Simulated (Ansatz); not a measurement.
```cif
data_FNa
_chemical_formula_sum 'Na1 F1'
_space_group_name_H-M_alt 'P 1'
_space_group_IT_number 1
_cell_length_a 3.18429
_cell_length_b 3.18429
_cell_length_c 3.18429
_cell_angle_alpha 60.000
_cell_angle_beta 60.000
_cell_angle_gamma 60.000
loop_
_space_group_symop_operation_xyz
  'x, y, z'
loop_
_atom_site_label
_atom_site_type_symbol
_atom_site_fract_x
_atom_site_fract_y
_atom_site_fract_z
_atom_site_occupancy
Na1 Na 0.00000 0.00000 0.00000 1
F1 F 0.50000 0.50000 0.50000 1
```

By how much do the lattice constants and the volume change from 300 K to 700 K (quasi-harmonic lattice dynamics, DFT at the LDA level (Ansatz, a quantum-chemistry and plane-wave program)), and how far does the bulk modulus soften?

a by 1.62 %, the volume by 4.95 %; B_T goes from 52.2 to 38.1 GPa. The crystal is held in this phase throughout; melting and phase transitions are not modelled.

The PAW data sets were generated under PBE and serve the other functionals too.
